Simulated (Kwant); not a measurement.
Computed with Kwant: Hückel tight-binding model, one pz orbital an atom, one spin, coherent transport at 0 K. Conductance is in e²/h.

Model system: π system c1ccc2ncccc2c1 between two chain leads. The π system is taken as planar. Atoms are numbered from 0 in the order of the SMILES. Site energies (eV, carbon 0): [0.0, 0.0, 0.0, 0.0, -1.2, 0.0, 0.0, 0.0, 0.0, 0.0]. Bonds (i, j, β in eV): (0,1,-2.4) (1,2,-2.4) (2,3,-2.4) (3,4,-2.4) (4,5,-2.4) (5,6,-2.4) (6,7,-2.4) (7,8,-2.4) (8,9,-2.4) (9,0,-2.4) (8,3,-2.4). Leads: chains of hopping −3.6 eV, joined by −0.72 eV to atoms 1 and 9.

Site energies and bond integrals are typed Hückel values.

Sweep values stay those of the base run.

One input was changed, with this effect: transmission at E = 0 4.4e-5 → < 1e-12.

Question: Which change was it?
A) contacts moved from atoms [1, 9] to [2, 5]
B) contacts moved from atoms [1, 9] to [6, 9]
C) contacts moved from atoms [1, 9] to [0, 2]
D) contacts moved from atoms [1, 9] to [0, 1]
E) contacts moved from atoms [1, 9] to [1, 6]
F) contacts moved from atoms [1, 9] to [5, 9]

Answer: C, contacts moved from atoms [1, 9] to [0, 2]
